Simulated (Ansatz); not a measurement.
An Ansatz (a program for electronic structure) input (DFT with PBEsol, PAW potentials and a 420 eV plane-wave cutoff in Ansatz, no spin-orbit coupling):

Ansatz 0.2 input:
```yaml
crystal:
  lattice:
    - [0, 2.7192335912, 2.7192335912]
    - [2.7192335912, 0, 2.7192335912]
    - [2.7192335912, 2.7192335912, 0]
  atoms:
    - { symbol: P, position: [0.75, 0.75, 0.75] }
    - { symbol: Ga, position: [0, 0, 0] }
basis: { ecutwfc: 420, ecutrho_ratio: 4, xc_grid: 2, fft_grid_basis: typed }
kpoints: { mp_grid: { grid: [11, 11, 11] } }
hamiltonian:
  xc: pbesol
  dispersion: none
  pseudopotentials: { kind: paw }
scf: { occupations: { method: fermi_dirac, width: 0.05 }, convergence: { dr2_threshold: 0.0000000002 } }
output: { forces: true, stress: true }
```

Q: Which symmetry and how many k-points will the program report, and about how many plane waves at Γ?

A: Space group F-43m (ITA 216) with 24 operations, k-points 56 of 1331, and 749 plane waves at Γ.

Whether these cells are dynamically stable was not tested. The cell is GaP in the zinc blende structure (space group F-43m, No. 216).
